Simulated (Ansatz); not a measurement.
Consider WC (space group P-6m2, No. 187; a = 2.923 Å, c = 2.846 Å; relaxed with 0.1 eV smearing). Axes: x lies along a and z along c of the hexagonal cell.

The values are results of DFT with PBE, PAW potentials and a 420 eV plane-wave cutoff in Ansatz (an electronic-structure program), spin-orbit coupling left out, earlier PAW set, not measurements.

For the base:

Pressure: 0.0 GPa

It is then changed as follows: biaxial strain −2.07 %, plane normal [001], relaxed out of plane (Cartesian); in-plane vectors clamped, the third vector and the atoms free.

Task: Predict the new pressure and ratio −ε⊥/ε∥.

Result: The pressure (mean of the normal stresses, compression positive) goes from zero to 13.1 GPa; the ratio −ε⊥/ε∥ comes out as 0.38.

No phonon test of stability was made. All final runs are without spin polarisation.
